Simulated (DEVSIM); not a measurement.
System: Cr/SiON/n-Si capacitor, at 250 K.

```tsv
layer (left to right)	material	thickness (nm)	Nd (cm⁻³)
1	SiON	18.0	-
2	Si	8700	4.4e15
```

Metal gate on the left, work function 4.5 eV. Fixed charge at the semiconductor interface 7.1e11 cm⁻² (in units of +e); no interface traps.

This is a model device: material constants are rounded textbook-type values typed into the input, and sizes, dopings and lifetimes were drawn at random. Values at 300 K; Nc and Nv go as T^1.5, mobilities as T to minus their exponent, the gap by Varshni's rule with the affinity fixed.

```tsv
parameter	SiON	Si
gap (eV)	7	1.124
affinity (eV)	1.4	4.05
permittivity	5.5	11.7
Nc (cm⁻³)	-	2.86e19
Nv (cm⁻³)	-	3.1e19
Varshni α (eV/K)	-	0.000473
Varshni β (K)	-	636
```

DEVSIM, 1D Poisson equation in equilibrium, Boltzmann statistics, complete ionisation; no quantum confinement or tunnelling. Metal contacts follow the ideal Schottky-Mott rule: no Fermi-level pinning, no interface dipoles.

Base results: capacitance of the dielectric stack (μF/cm²) 0.271; minimum of the low-frequency capacitance (μF/cm²) 0.0224; flat-band voltage (V) -0.15; threshold voltage (band bending 2φF) (V) -1.04.

Task: What follows from this one change: fixed charge 7.1e+11 → 5e+10 cm^-2?

Result: capacitance of the dielectric stack little changed (0.271 μF/cm²); minimum of the low-frequency capacitance little changed (0.0226 μF/cm²); flat-band voltage -0.15 → 0.24 V; threshold voltage (band bending 2φF) -1.04 → -0.65 V.

Task: What follows from this one change: SiON thickness 0.018 → 0.013 μm?

Result: capacitance of the dielectric stack 0.271 → 0.375 μF/cm²; minimum of the low-frequency capacitance little changed (0.0225 μF/cm²); flat-band voltage -0.15 → -0.04 V; threshold voltage (band bending 2φF) -1.04 → -0.89 V.
